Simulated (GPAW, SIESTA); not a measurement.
A GPAW input for a self-consistent single point of Se (P3_121, 3 atoms in the cell) (DFT PBE, plane waves, GPAW PAW datasets PBE (gpaw-data 1.0.1)):

```python
from ase import Atoms
from ase.units import GPa
from gpaw import GPAW

atoms = Atoms(['Se', 'Se', 'Se'],
              cell=[[4.547165, 0.000000, 0.000000],
                    [-2.273583, 3.937961, 0.000000],
                    [0.000000, 0.000000, 5.025601]],
              positions=[[0.990782, 0.000000, 1.675199],
                         [-0.495391, 0.858042, 3.350402],
                         [1.778191, 3.079919, 0.000000]],
              pbc=True)

calc = GPAW(mode={'name': 'pw', 'ecut': 600},
            xc='PBE',
            kpts={'size': (7, 7, 6), 'gamma': True},
            occupations={'name': 'fermi-dirac', 'width': 0.0},
            nbands=-8,
            convergence={'forces': 0.001, 'bands': -6},
            symmetry={'symmorphic': False, 'tolerance': 0.0005},
            maxiter=120)

atoms.calc = calc

energy = atoms.get_potential_energy()
print('Energy (eV):', round(energy, 6))
forces = atoms.get_forces()
print('Forces (eV/Ang):')
print(forces.round(5))
stress = atoms.get_stress()
print('Stress (GPa, Voigt):', (stress / GPa).round(4))
```

Task: Translate this input to SIESTA.

Result: This is the input that was run; spellings and numerical settings could be chosen otherwise.

```
# files in the folder: Se.psml (PseudoDojo PBE standard)
SystemName  Se
SystemLabel se

NumberOfAtoms                3
NumberOfSpecies              1
%block ChemicalSpeciesLabel
  1 34 Se
%endblock ChemicalSpeciesLabel
LatticeConstant              1.0 Ang
%block LatticeVectors
     4.547165000    0.000000000    0.000000000
    -2.273583000    3.937961000    0.000000000
     0.000000000    0.000000000    5.025601000
%endblock LatticeVectors
AtomicCoordinatesFormat      Ang
%block AtomicCoordinatesAndAtomicSpecies
     0.990781782    0.000000000    1.675198658  1
    -0.495391000    0.858042322    3.350402342  1
     1.778191218    3.079918678    0.000000000  1
%endblock AtomicCoordinatesAndAtomicSpecies

XC.functional                GGA
XC.authors                   PBE
PAO.BasisSize                DZP
PAO.EnergyShift              0.01 Ry
MeshCutoff                   400 Ry
%block kgrid.MonkhorstPack
    7   0   0  0.0
    0   7   0  0.0
    0   0   6  0.0
%endblock kgrid.MonkhorstPack
OccupationFunction           FD
ElectronicTemperature        10 K

MaxSCFIterations             150
SCF.Mixer.Method             Broyden
SCF.Mixer.Weight             0.2
SCF.Mixer.History            6
SCF.DM.Tolerance             1.0E-05
Diag.ParallelOverK           true
WriteForces                  true
```

Basis settings and potentials, where a program has them, do not carry over. This input uses DFT, GGA PBE, numerical atomic orbitals DZP, PseudoDojo PBE standard norm-conserving potentials (rewritten from UPF to PSML).

The starting cell comes from a database of computed structures (which also holds hypothetical and non-ambient phases and stackings), without a prior relaxation at this level. Its lattice was rescaled by a random factor within 2.5 % of one.
